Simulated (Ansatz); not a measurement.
The starting structures come from a database of crystals and need not be the phases stable at ambient conditions.

The decay constant κ of evanescent states in the gap governs leakage through a thin film.

Given:

```xyz
14
Lattice="7.9071 0.0000 0.0000 -3.9536 6.8478 0.0000 3.9536 2.2826 6.4562" Properties=species:S:1:pos:R:3 pbc="T T T"
Mg     3.9536     6.8478     4.8421
Mg     0.0000     0.0000     0.0000
Sc     1.9768     3.4239     2.4211
Sc     5.9304     3.4239     2.4211
Sc     0.0000     6.8478     2.4211
Sc     7.9071     4.5652     5.6491
Se     6.0463     5.6396     3.9878
Se     2.0927     1.2082     0.8543
Se     7.9071     2.4164     3.9878
Se     3.9536     2.2826     3.8931
Se     0.0000     4.5652     0.9490
Se     3.9536     4.4313     0.8543
Se     1.8609     5.6396     3.9878
Se     5.8144     1.2082     0.8543
```

Space group of this cell: Fd-3m, spinel. The cell is taken as given.

Transport runs along the normal of the first two printed cell vectors, the (111) plane of the conventional cell.

The gap is the functional's own, uncorrected, and κ follows it; spin-orbit coupling is left out. Mid-gap values are interpolated between the computed energies.

Q: Predict the band gap and the smallest decay constant κ at mid-gap from r2SCAN in Ansatz (a first-principles code).

A: Gap 1.53 eV on a 6×6×6 mesh; κ = 0.172 1/Å, at the zone centre.
